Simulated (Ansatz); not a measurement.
# Bulk modulus of ZrB₂ (model structure, P6₃/mmc, No. 194, 6 atoms in the cell) at several levels of theory

No measured value is used here.

| level (code) | value (GPa) | cell (Å³/atom) |
|---|---|---|
| LDA (Ansatz) | 183 | 11.18 |
| PBEsol (Ansatz) | 176 | 11.43 |
| r²SCAN (Ansatz) | 170 | 11.71 |

LDA, PBEsol, r²SCAN: the bulk modulus is −V dP/dV from two relaxed cells at ±2 % in volume. Each level is taken at its own relaxed cell. Cutoffs differ between the levels. Ansatz's density-functional and Hartree–Fock values are scalar-relativistic unless marked +SOC, with PAW data made under PBE.

A model structure was made by putting elements into a prototype or built by hand; it is no filed structure, need not be a known phase, and can be a saddle point held by its symmetry.

Ansatz is a program for electronic structure.
